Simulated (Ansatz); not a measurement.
Tl2Se (model structure, started from the fluorite type, Fm-3m, No. 225, 3 atoms in the cell), treated with r²SCAN in Ansatz (PAW).

Input file:

Ansatz 0.2 input:
```yaml
crystal:
  lattice:
    - [0.0, 3.6679513171, 3.6679513171]
    - [3.6679513171, 0.0, 3.6679513171]
    - [3.6679513171, 3.6679513171, 0.0]
  atoms:
    - { symbol: Se, position: [0.0, 0.0, 0.0] }
    - { symbol: Tl, position: [0.25, 0.25, 0.25] }
    - { symbol: Tl, position: [0.75, 0.75, 0.75] }
basis:
  ecutwfc: 560
  ecutrho_ratio: 4
  xc_grid: 3
kpoints:
  mp_grid: { grid: [14, 14, 14] }
hamiltonian:
  xc: r2scan
  dispersion: none
  pseudopotentials: { kind: paw }
scf:
  occupations: { method: fermi_dirac, width: 0.05 }
  convergence: { dr2_threshold: 0.0000000003 }
output:
  forces: true
  stress: true
  eigenvalues: true
```

### Question
How many irreducible k-points, plane waves at Γ does the program set up, and what pressure does the run end with?

### Answer
104 irreducible k-points, 2975 plane waves at Γ; P = 1.81 GPa, so the cell is compressed on average and its volume would grow at this level.

Excerpt of the program's output:

```
Crystal: 3 atoms, lattice volume = 98.696 Å³
Basis set: ecut = 560 eV, 2975 PW (Γ), exchange–correlation on 135×135×135 points (27 copies of the dense FFT grid, shifted against one another)
Bands: 26, of which v1, the nominal top of the filled ones, is band 21 counted from 1 (20 counted from 0)
Symmetry: 48 space group operations
Space group: Fm-3m (ITA 225), of the structure as read, at distance tolerance 4.6e-5 Å
k-points: 104 of 2744
Functional: x = r2scan, c = r2scan; τ floored in thin density (d = 2e-4 eV/Å³)
SCF iter   1: F=—  HF=-28396.296309 eV  |F-HF|=—  |Δ(HF+E_count)|=         —  Δρ=7.07e-3  dr2=5.34e-2  dr2_τ=9.10e-3
SCF iter   2: F=—  HF=-28396.285754 eV  |F-HF|=—  |Δ(HF+E_count)|=   1.06e-2  Δρ=1.53e-3  dr2=2.30e-3  dr2_τ=1.22e-3
  ...
SCF iter   7: F=—  HF=-28396.285978 eV  |F-HF|=—  |Δ(HF+E_count)|=   1.31e-7  Δρ=1.51e-6  dr2=4.55e-9  dr2_τ=8.88e-11
SCF iter   8: F=-28396.285978 eV  HF=-28396.285978 eV  |F-HF|=0.00e0  |Δ(HF+E_count)|=  4.80e-10  Δρ=1.26e-7  dr2=1.19e-11  dr2_τ=6.80e-13
SCF 1 converged in 8 iterations: F = -28396.285978 eV  dr2 = 1.19e-11
SCF converged after 8 iterations
Free energy (F): -28396.285978 eV
Internal energy: -28396.285197 eV  (E = F + TS)
E sigma→0 (E₀):  -28396.285588 eV
Fermi energy:    7.479232 eV
--- Forces (eV/Å), atoms counted from 1 ---
  atom   1  Se    -0.00000000     0.00000000    -0.00000000
  atom   2  Tl     0.00000000     0.00000000     0.00000000
  atom   3  Tl     0.00000000     0.00000000     0.00000000
--- Stress (GPa, compression-positive) ---
        1.809125      -0.000000      -0.000000
       -0.000000       1.809125      -0.000000
       -0.000000       0.000000       1.809125
  P = ⅓ Tr σ = 1.8091 GPa (18.091 kbar)
```

The PAW data were made under PBE.

Note: the relaxation could raise the start's symmetry but not lower it, so the cell can be a saddle point. Note: cell and atoms aren't relaxed at this level (pressure 1.8 GPa).

It cost very roughly 28 core-seconds of CPU time.

A model structure was made by putting elements into a prototype or built by hand; it is no filed structure, need not be a known phase, and can be a saddle point held by its symmetry.

Ansatz is a first-principles code.
